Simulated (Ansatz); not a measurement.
**GeSe under a change: uniaxial strain ε_zz = −2.02 %**

Base system: GeSe in the GeS type structure (space group Pnma, No. 62; a = 10.5197 Å, b = 3.8238 Å, c = 4.1422 Å; layered, stacked along the Cartesian x axis). Axes: x, y, z lie along a, b, c of the conventional cell.

Perturbation: uniaxial strain ε_zz = −2.02 %, all other strain components held at zero, atoms relaxed at fixed cell.

The values are results of PBEsol-D3(BJ) (Ansatz, a first-principles code, PAW, no SOC), earlier PAW set, not measurements. Settings: 3×9×8 k-points, 0.05 eV Fermi–Dirac smearing.

| quantity | base | changed | shift |
|---|---|---|---|
| space group | Pnma (No. 62) | Pnma (No. 62) | – |
| energy relative to the base (free energy F) | 0 meV/atom | +1.3 meV/atom | +1.3 meV/atom |
| pressure (mean of the normal stresses, compression positive) | 0.0 GPa | 0.7 GPa | +0.7 GPa |
| band gap | 0.11 eV | zero | – |
| largest internal atomic displacement | – | 0.032 Å | – |
| stress (xx, yy, zz, yz, xz, xy; compression positive) (rough) | – | (0.4, 0.7, 1.1, 0.0, 0.0, 0.0) GPa | – |

Final structure:

```
GeSe
1.0
   10.51968     0.00000     0.00000
    0.00000     3.82380     0.00000
    0.00000     0.00000     4.05853
Ge Se
4 4
Cartesian
  6.48695   2.86785   2.39306
  9.29257   0.95595   0.36380
  4.03273   0.95595   1.66547
  1.22711   2.86785   3.69473
  3.76278   2.86785   4.01758
  1.49706   0.95595   1.98831
  6.75690   0.95595   0.04095
  9.02262   2.86785   2.07021
```

The mesh was chosen for an insulator and is coarse for the gapless case. Without a gap, meshes like the base's 3×9×8 leave anisotropic stresses uncertain by several tenths of a GPa, and small strain energies with them. Whether these cells are dynamically stable was not tested. The final runs are not spin-polarised. A zero or small gap of GeSe can be the functional's error rather than a property of the material.
